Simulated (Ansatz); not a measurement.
Base system: WSi2 (space group I4/mmm, No. 139; a = 3.2024 Å, c = 7.8177 Å; relaxed with 0.1 eV smearing). Axes: x, y, z lie along a, b, c of the conventional cell.

Method: PBEsol/PAW in Ansatz (an electronic-structure program), no spin-orbit coupling.

Base values:

| Quantity | Value |
|---|---|
| Pressure | 0.0 GPa |

One thing is altered: the cell is stretched by 0.50 % along x with no lateral relaxation; the atoms relax in the strained cell.

Question: What does the calculation give for the energy relative to the base and pressure after the change?

Answer: The energy goes up by 0.5 meV/atom; the pressure (mean of the normal stresses, compression positive) goes from zero to -1.1 GPa.

Whether these cells are dynamically stable was not tested. The final runs are not spin-polarised.
